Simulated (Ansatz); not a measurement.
**Ba2TiO4 (P4/mmm, No. 123, 7 atoms in the cell; start mp-36194; a measured phase of this formula has another space group)**

The numbers are results of LDA (Ansatz, a quantum-chemistry and plane-wave program, PAW), not measurements.

Run with plane-wave cutoff 520 eV, 8×8×4 k mesh (along the axes of the cell as run), Fermi–Dirac smearing 0.01 eV, no spin polarisation, scalar-relativistic PAW data made under PBE.

Cell (relaxed at this level):

```cif
data_Ba2O4Ti
_chemical_formula_sum 'Ba2 Ti1 O4'
_space_group_name_H-M_alt 'P4/mmm'
_space_group_IT_number 123
_space_group_name_Hall '-P 4 2'
_cell_length_a 3.87874
_cell_length_b 3.87874
_cell_length_c 10.45744
_cell_angle_alpha 90.000
_cell_angle_beta 90.000
_cell_angle_gamma 90.000
loop_
_atom_site_label
_atom_site_type_symbol
_atom_site_symmetry_multiplicity
_atom_site_Wyckoff_symbol
_atom_site_fract_x
_atom_site_fract_y
_atom_site_fract_z
_atom_site_occupancy
Ba1 Ba 2 g 0.00000 0.00000 0.31564 1
Ti1 Ti 1 d 0.50000 0.50000 0.50000 1
O1 O 2 e 0.00000 0.50000 0.50000 1
O2 O 2 h 0.50000 0.50000 0.31387 1
```

```yaml
band_gap: 1.97 eV
smallest_direct_gap_on_the_k_points_sampled: 1.97 eV
```

Spin–orbit coupling is not included.

Static lattice: no zero-point or thermal effects.

A start named mp-… is a Materials Project structure, which need not be a measured phase.
